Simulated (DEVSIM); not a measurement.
System: Au/La2O3/p-In0.53Ga0.47As capacitor, at 400 K.

Layer 1 from the left is La2O3, thickness (nm) 4.70. Layer 2 from the left is In0.53Ga0.47As, thickness (nm) 1400, Na (cm⁻³) 1.7e17.

Metal gate on the left, work function 5.1 eV. Fixed charge at the semiconductor interface 0 cm⁻² (in units of +e); interface traps 2e11 cm⁻² eV⁻¹, uniform in energy, neutral level at 0.5 of the gap above the valence band.

The device is made up for the run: typed textbook-type constants, with dimensions and the other settings drawn at random. Values at 300 K; Nc and Nv go as T^1.5, mobilities as T to minus their exponent, the gap by Varshni's rule with the affinity fixed.

La2O3: gap (eV) 5.8, affinity (eV) 1.8, permittivity 27. In0.53Ga0.47As: gap (eV) 0.74, affinity (eV) 4.51, permittivity 13.9, Nc (cm⁻³) 2.1e17, Nv (cm⁻³) 7.7e18, Varshni α (eV/K) 0.00035, Varshni β (K) 190.

DEVSIM, 1D Poisson equation in equilibrium, Boltzmann statistics, complete ionisation; no quantum confinement or tunnelling. Metal contacts follow the ideal Schottky-Mott rule: no Fermi-level pinning, no interface dipoles.

**Question.** What does the simulation give for the flat-band voltage, the minimum of the low-frequency capacitance?

**Answer.** flat-band voltage 0.03 V; minimum of the low-frequency capacitance 0.234 μF/cm².
